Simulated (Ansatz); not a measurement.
Phonon-limited transport in W under load (space group Im-3m)

```
W
1.0
   -1.53628     1.53628     1.53628
    1.53628    -1.53628     1.53628
    1.53628     1.53628    -1.53628
W
1
Direct
  0.00000   0.00000   0.00000
```

The numbers are results of PBEsol, DFPT electron-phonon coupling, linearised Boltzmann equation (plane waves, PAW, scalar-relativistic; Ansatz, a first-principles code), not measurements. Condition of this run: hydrostatic pressure 30 GPa (the target of the relaxation). How the cell was made: relaxed with this functional, without spin-orbit coupling, then loaded as said.

```yaml
resistivity at 300 K: 3.8 μΩ·cm
resistivity at 77 K: 0.36 μΩ·cm
electron mean free path at 300 K (weighted by the current that each state carries): 19.6 nm
resistivity times mean free path for one path shared by all states (from the Fermi surface's area): 6.7 ×10⁻¹⁶ Ω·m²
electron-phonon coupling λ: 0.29
transport coupling λ_tr: 0.27
logarithmic_mean_phonon_energy: 22 meV
density of states at the Fermi level: 0.22 states/(eV·spin·cell)
drude_plasma_energy: 8.8 eV
Hall coefficient at 300 K: 12.9 ×10⁻¹¹ m³/C
Tc for μ* = 0.10 (anisotropic Eliashberg): below 1 K
Tc for μ* = 0.13 (anisotropic Eliashberg): below 1 K
```

A metal at this level (no band gap). Only scattering by harmonic phonons is included (no impurities, grain boundaries, electron-electron scattering or thermal expansion). Spin-orbit coupling is left out, which matters with elements this heavy. The self-energy correction of the phonons between q points moved λ by about 4 %. The squared frequency of the phonon mode least converged on the k mesh is uncertain by about 16 %. Halving the electron mesh (40x40x40) moves the resistivity by up to 1 % at 300 K, the mean free path by up to 3 %, the coupling by up to 1 %. Smearing 0.20 eV; phonons on a 6x6x6 q mesh, which this run doesn't test and which matters most at low temperature. Tc comes from the anisotropic Migdal-Eliashberg equations with μ*, a chosen number, referred to 23 meV.
